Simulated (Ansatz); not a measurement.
The starting structures come from a database of crystals and need not be the phases stable at ambient conditions.

 Where the default PAW files enter, the runs use the earlier of Ansatz's two default sets.

The decay constant κ of evanescent states in the gap governs leakage through a thin film.

Data:

```
BeTe
1.0
    4.07657     0.00000     0.00000
   -2.03829     3.53042     0.00000
    0.00000     0.00000     6.58677
Be Te
2 2
Direct
  0.66667   0.33333   0.50043
  0.33333   0.66667   0.00043
  0.66667   0.33333   0.87457
  0.33333   0.66667   0.37457
```

Space group of this cell: P6_3mc, wurtzite. The cell is strained (lengths across the current scaled by 1.02, ions clamped); by r2SCAN its mean pressure is -2.4 GPa.

Transport runs along the normal of the first two printed cell vectors, the (001) (indices of the unstrained crystal) plane of the conventional cell.

The gap is the functional's own. No spin-orbit coupling. Mid-gap values are interpolated on the energy grid.

**Question.** Predict the band gap and the smallest decay constant κ at mid-gap from r2SCAN (Ansatz, a first-principles code).

**Answer.** Gap 2.59 eV on a 12×12×6 mesh; κ = 0.179 1/Å, at the zone centre.
